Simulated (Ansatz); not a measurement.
Corundum In2O3 (high-pressure phase) was calculated with LDA (PAW; Ansatz, a program for electronic structure).

Numerical settings: plane-wave cutoff 520 eV, 8×8×8 k mesh, Fermi–Dirac smearing 0.01 eV, scalar-relativistic PAW data made under PBE.

Cell (relaxed at this level):

```xyz
10
Lattice="2.7304 1.5764 4.7908 -2.7304 1.5764 4.7908 0.0000 -3.1528 4.7908" Properties=species:S:1:pos:R:3 pbc="T T T"
In     0.0000     0.0000     9.2320
In     0.0000     0.0000     5.1403
In     0.0000     0.0000    12.3264
In     0.0000     0.0000     2.0459
O     -1.9235    -0.1788     5.9885
O      1.9235     0.1788     8.3838
O      1.1166    -1.5764     5.9885
O     -1.1166     1.5764     8.3838
O      0.8069     1.7552     5.9885
O     -0.8069    -1.7552     8.3838
```

Q: Give the computed band gap and smallest direct gap on the k points sampled.

A: 
* **band gap**: 1.30 eV
* **smallest direct gap on the k points sampled**: 1.32 eV

Spin–orbit coupling is not included.

Static lattice: no zero-point or thermal effects.

Cost on a shared machine: very roughly 23 core-seconds.
